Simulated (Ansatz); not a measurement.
**Hf under a change: isotropic strain +1.50 %**

Base system: Hf in the hcp (Mg type) structure (space group P6_3/mmc, No. 194; a = 3.1174 Å, c = 4.9501 Å; relaxed with 0.1 eV smearing).

Modification: every lattice vector is stretched by 1.50 %; the atoms relax in the strained cell.

Method: plane-wave PAW DFT at the LDA level (Ansatz, a first-principles code, 420 eV), no spin-orbit coupling. Settings: 21×21×12 k-points, 0.1 eV Fermi–Dirac smearing.

The volume per atom grows by 0.95 Å³, from 20.83 Å³ to 21.78 Å³ and the space group remains P6_3/mmc (No. 194). The shortest interatomic distance goes up by 0.046 Å (3.060 Å → 3.106 Å) and the energy grows by 15 meV/atom. The pressure (mean of the normal stresses, compression positive) goes from zero to -5.0 GPa and the band gap remains zero.

Cost of the whole job for the changed cell (relaxation, final SCF and bands): roughly 40 core-seconds.

Whether these cells are dynamically stable was not tested. All final runs are without spin polarisation.
